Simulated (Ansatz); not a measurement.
NaSe (P6₃/mmc, No. 194; cell taken from a computed entry)

The numbers are results of r²SCAN (Ansatz, a quantum-chemistry and plane-wave program, PAW), not measurements.

Run with plane-wave cutoff 500 eV, 12×12×4 k mesh (along the axes of the cell as run), Fermi–Dirac smearing 0.05 eV, scalar-relativistic PAW data made under PBE.

Cell: relaxed at this level.

```yaml
volume_per_atom: 25.27 Å³/atom
lattice_parameter_a: 4.657 Å
lattice_parameter_c: 10.762 Å
band_gap: 0.85 eV (on the SCF k mesh)
```

Note: the relaxation could not lower the start's symmetry, so the cell can be a saddle point above a distorted one.

Spin–orbit coupling is not included.

The computed numbers hold no vibrational or temperature effects.
